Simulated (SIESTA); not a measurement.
Band structure of Cu (Fm-3m, 1 atom in the cell).

```
CELL_PARAMETERS angstrom
      0.00000     1.80660     1.80660
      1.80660     0.00000     1.80660
      1.80660     1.80660     0.00000
ATOMIC_POSITIONS crystal
  Cu 0.00000 0.00000 0.00000
```

Method of the run: GGA PBE, numerical atomic orbitals DZP, PseudoDojo PBE standard norm-conserving potentials (rewritten from UPF to PSML) in SIESTA 5.4.2.

Settings: XC.functional = GGA; XC.authors = PBE; potentials = PseudoDojo PBE standard; PAO.BasisSize = DZP; PAO.EnergyShift = 0.01 Ry; MeshCutoff = 350 Ry; kgrid.MonkhorstPack = 16 16 16; OccupationFunction = FD; ElectronicTemperature = 136 meV; MaxSCFIterations = 150; SCF.Mixer.Method = Broyden; SCF.Mixer.Weight = 0.1; SCF.Mixer.History = 6; SCF.DM.Tolerance = 1.0E-05.

The starting cell comes from a database of computed structures (which also holds hypothetical and non-ambient phases and stackings), without a prior relaxation at this level. Its lattice was rescaled by a random factor within 2.5 % of one. Spin polarisation is off. Values carry the incompleteness of an atom-centred basis.

Levels in eV from the Fermi level, bands 6 to 11:
```csv
point,6,7,8,9,10,11
Γ,-3.10,-3.09,-3.09,-2.24,-2.24,29.71
X,-4.49,-1.67,-1.51,-1.51,1.42,8.77
W,-3.60,-3.60,-2.24,-1.51,6.38,6.38
K,-4.13,-2.82,-2.09,-1.72,4.34,6.08
L,-3.12,-3.12,-1.65,-1.65,-1.06,4.04
U,-4.13,-2.82,-2.09,-1.72,4.34,6.08
```

Bands cross the Fermi level along this path, so the cell is metallic at this level.

Higher empty bands are left out: an atom-centred basis made for the valence describes them poorly.
